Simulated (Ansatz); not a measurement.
An Ansatz (a program for electronic structure) run: MoS2 with a change (biaxial strain −2.91 %, plane normal [001], relaxed out of plane); PBE-D3(BJ) (Ansatz), without spin-orbit coupling, earlier PAW set.

Input:

Ansatz 0.2 input:
```yaml
crystal:
  lattice:
    - [3.061463025, 0, 0]
    - [1.5307315125, 2.6513047524, 0]
    - [1.5307315125, -0.8837682508, 6.0851635424]
  atoms:
    - { symbol: Mo, position: [0.9999647024, 0.0000176488, 0.0000529464] }
    - { symbol: S, position: [0.4929376478, 0.7535311761, 0.2605935283] }
    - { symbol: S, position: [0.8404976498, 0.5797511751, 0.7392535253] }
basis: { ecutwfc: 420, ecutrho_ratio: 4, xc_grid: 2, fft_grid_basis: typed }
kpoints: { mp_grid: { grid: [12, 12, 12] } }
hamiltonian:
  xc: pbe
  dispersion: d3bj
  pseudopotentials: { azcp: { folder: ./paw }, kind: paw }
scf: { occupations: { method: fermi_dirac, width: 0.05 } }
relax: { f_tol: 0.005, max_steps: 50, cell: { stress_tol: 0.01, fix: [a, b, gamma] } }
output: { forces: true, stress: true }
checkpoint: { write: state.ck, write_every: 1000 }
```

Output (explanatory and most iteration lines left out):

```
Relaxation: its limit of steps is 50 (relax.max_steps)
Pseudopotential: Mo, paw, valence charge 14
Pseudopotential: S, paw, valence charge 6
Crystal: 3 atoms, lattice volume = 49.392 Å³
Basis set: ecut = 420 eV, 969 PW (Γ), exchange–correlation on 48×48×90 points (8 copies of the dense FFT grid, shifted against one another)
Bands: 17, of which v1, the nominal top of the filled ones, is band 13 counted from 1 (12 counted from 0)
Symmetry: 6 space group operations
Space group: R3m (ITA 160), of the structure as read, at distance tolerance 3.7e-5 Å
k-points: 189 of 1728 (time reversal used)
Functional: x = pbe(κ = 0.804, μ = 0.2195149727645171), c = pbe(β = 0.06672455060314922)
SCF iter   1: F=—  HF=-6764.797292 eV  |F-HF|=—  |Δ(HF+E_count)|=         —  Δρ=5.98e-2  dr2=2.42e0  ethr=3.10e-3  ⟨swp⟩=6.3  Hψ=19750  notcnv=0
SCF iter   2: F=—  HF=-6764.091213 eV  |F-HF|=—  |Δ(HF+E_count)|=   7.06e-1  Δρ=2.56e-2  dr2=5.83e-1  ethr=3.10e-3  ⟨swp⟩=3.1  Hψ=8508  notcnv=0
SCF 1 converged in 7 iterations: F = -6764.001708 eV  dr2 = 2.62e-8
relax step   1: F+E_penalty+E_count = -6764.00170790 eV  Δ(F+E_penalty+E_count) = +0.000e0 eV  max|allowed force component| = 2.024e-1 eV/Å  Δτ_max = 0.0000 Å  P = +7.186 GPa  Ω = 49.392 Å³  fix = [a, b, gamma]  reactions: a +9.795, b +9.795 GPa  (7 SCF iters, dr2 threshold 1.00e-7 eV, accepted)
[... steps on the carried basis left out ...]
relax step   4: F+E_penalty+E_count = -6764.00367080 eV  Δ(F+E_penalty+E_count) = -1.707e-6 eV  max|allowed force component| = 1.682e-4 eV/Å  Δτ_max = 0.0001 Å  P = +6.044 GPa  Ω = 49.467 Å³  energy of the carried Pulay correction = -1.585e-5 eV  fix = [a, b, gamma]  reactions: a +9.066, b +9.066 GPa  (6 SCF iters, dr2 threshold 1.17e-9 eV, accepted)
Crystal: 3 atoms, lattice volume = 49.467 Å³
SCF iter   1: F=—  HF=-6764.003679 eV  |F-HF|=—  |Δ(HF+E_count)|=         —  Δρ=1.71e-5  dr2=2.10e-8  ethr=1.18e-6  ⟨swp⟩=3.3  Hψ=28761  notcnv=0
SCF iter   2: F=—  HF=-6764.003686 eV  |F-HF|=—  |Δ(HF+E_count)|=   6.74e-6  Δρ=9.36e-6  dr2=2.78e-8  ethr=8.08e-11  ⟨swp⟩=4.4  Hψ=8512  notcnv=0
SCF 5 converged in 8 iterations: F = -6764.003686 eV  dr2 = 7.03e-14
SCF converged after 8 iterations
Free energy (F): -6764.003686 eV
Internal energy: -6764.003685 eV  (E = F + TS)
E sigma→0 (E₀):  -6764.003686 eV
Entropy (-TS):   -0.000001 eV (-0.000 meV/atom)
Fermi energy:    12.457868 eV
  E_disp       = -1.380053  (pairwise vdW)
--- Forces (eV/Å), atoms counted from 1 ---
  atom   1  Mo    -0.00000000    -0.00000000    -0.00016701
  atom   2  S      0.00000000     0.00000000     0.00012523
  atom   3  S     -0.00000000     0.00000000     0.00004178
--- Stress (GPa, compression-positive) ---
        9.064418       0.000000       0.000000
        0.000000       9.064418       0.000000
        0.000000       0.000000       0.002478
  P = ⅓ Tr σ = 6.0438 GPa (60.438 kbar)
--- Relaxed structure (4 steps of the walk, 4 accepted, 1 SCFs on fresh bases) ---
  cell:  # Å, volume = 49.4670 Å³
    - [3.061463025001874, -2.3241347410548456e-47, 1.709848862544906e-19]
    - [1.530731512500937, 2.651304752398377, 5.667435227568122e-19]
    - [1.530731512500937, -0.883768250799459, 6.09434712179108]
  atoms:
    - { symbol: Mo, position: [0.9999643431138368, 1.782844308151569e-5, 5.3485329244547086e-5] }
    - { symbol: S, position: [0.49210780024516176, 0.7539460998774191, 0.2618382996322575] }
    - { symbol: S, position: [0.8413278566410011, 0.5793360716794992, 0.738008215038498] }
```

No phonon test of stability was made. The cell was made from MoS$_{2}$ in the 3R-MoS2 type structure (space group R3m, No. 160; layered, stacked along the Cartesian z axis) by this change: biaxial strain −2.91 %, plane normal [001], relaxed out of plane.
